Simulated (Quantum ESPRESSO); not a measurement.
Checking a run of Quantum ESPRESSO on Zn6Ge3La2 (P-62m, 11 atoms in the cell). The aim is a self-consistent single point with DFT, PBEsol, plane waves, GBRV 1.5 ultrasoft (PBESOL) pseudopotentials.

Cell that was meant: a = 7.7088 Å, b = 7.7088 Å, c = 4.1496 Å, α = 90.00°, β = 90.00°, γ = 120.00°.

Part of the input:

```fortran
 celldm(3) = 0.538293883075,
 nat = 11,
 ntyp = 3,
 ecutwfc = 7.5,
 ecutrho = 37.5,
 occupations = 'smearing',
 smearing = 'cold',
 degauss = 0.0073499,
```

Output, abridged:

```
     G-vector sticks info
     --------------------
     sticks:   dense  smooth     PW     G-vecs:    dense   smooth      PW
   [... lines left out ...]
        k(    2) = (   0.0000000   0.0000000   0.6192404), wk =   0.3333333
        k(    3) = (   0.0000000  -0.5773503   0.0000000), wk =   0.5000000
        k(    4) = (   0.0000000  -0.5773503   0.6192404), wk =   1.0000000

     Dense  grid:     5613 G-vectors     FFT dimensions: (  30,  30,  15)

     Smooth grid:     3997 G-vectors     FFT dimensions: (  25,  25,  15)

     Initial potential from superposition of free atoms

     starting charge     183.9380, renormalised to     184.0000

     negative rho (up, down):  3.510E+00 0.000E+00
     Self-consistent Calculation

     iteration #  1     ecut=     7.50 Ry     beta= 0.70

     negative rho (up, down):  8.438E-03 0.000E+00

     total energy              =   -2387.79691514 Ry
     estimated scf accuracy    <    1091.37832077 Ry

     iteration #  2     ecut=     7.50 Ry     beta= 0.70

     negative rho (up, down):  5.648E-03 0.000E+00

     total energy              =   -2340.83403761 Ry
     estimated scf accuracy    <     966.87847808 Ry

     iteration #  3     ecut=     7.50 Ry     beta= 0.70

     negative rho (up, down):  1.240E-02 0.000E+00

     total energy              =   -2551.21664465 Ry
     estimated scf accuracy    <     424.69290870 Ry

   [... 12 blocks of this kind left out ...]

     iteration # 16     ecut=     7.50 Ry     beta= 0.70

     negative rho (up, down):  3.744E-02 0.000E+00

     total energy              =   -2605.71512222 Ry
     estimated scf accuracy    <          5.6E-09 Ry

     iteration # 17     ecut=     7.50 Ry     beta= 0.70

     negative rho (up, down):  3.744E-02 0.000E+00
     End of self-consistent calculation

   [... 11 lines left out ...]

   [... 11 lines left out ...]

     the Fermi energy is    19.6598 ev

!    total energy              =   -2605.71512201 Ry
     estimated scf accuracy    <          4.2E-10 Ry
     smearing contrib. (-TS)   =      -0.00329427 Ry
     internal energy E=F+TS    =   -2605.71182775 Ry

     convergence has been achieved in  17 iterations

     negative rho (up, down):  3.744E-02 0.000E+00

     Forces acting on atoms (cartesian axes, Ry/au):

     atom    1 type  1   force =    -1.42024769   -0.00000000    0.00000000
     atom    2 type  1   force =     0.71012384    1.22997058    0.00000000
     atom    3 type  1   force =     0.71012384   -1.22997058    0.00000000
   [... lines left out ...]
     Total force =     3.007168     Total SCF correction =     0.000160
   [... lines left out ...]

     negative rho (up, down):  3.744E-02 0.000E+00
          total   stress  (Ry/bohr**3)                   (kbar)     P=   -94819.12
  -0.64550034  -0.00000000  -0.00000000       -94956.38       -0.00       -0.00
  -0.00000000  -0.64550034   0.00000000           -0.00   -94956.38        0.00
  -0.00000000   0.00000000  -0.64270123           -0.00        0.00   -94544.62

   JOB DONE.
```

Problem. Is this run sound? If not, what is wrong?

Solution. The run is not sound. The fault is a basis or grid far too coarse for these potentials. Far below the cutoff that the potentials were made for, the basis cannot represent the orbitals near the nuclei, and energies, forces and above all the stress go wrong. To fix it, restore the cutoff that the potentials need and check convergence. The run converged in 17 iterations without an error; against the sound input the free energy rises by 1240 eV/atom, the pressure goes from -3.90 to -9482 GPa and the largest force goes from 0.061 to 36.52 eV/Å.

An input that runs soundly differs in these lines (not the only fix; some lines may just follow from the change or write a value another way):
```diff
- ecutwfc = 7.5,
- ecutrho = 37.5,
+ ecutwfc = 50,
+ ecutrho = 250,
```

With that input, the run converged in 11 iterations: free energy E − TS -49140.6156 eV; Fermi level (on the code's own zero) 12.45 eV; pressure -3.90 GPa; largest force (vector length) 0.061 eV/Å (DFT, PBEsol, plane waves, GBRV 1.5 ultrasoft (PBESOL) pseudopotentials).

On the sound input: the starting cell comes from a database of published, mostly measured structures (it also holds non-ambient and calculated ones), without a prior relaxation at this level. With a pressure of about -4 GPa the cell is away from its equilibrium volume at this level. Without a gap this mesh is coarse (it stands for a supercell whose shortest vector is 12 Å).
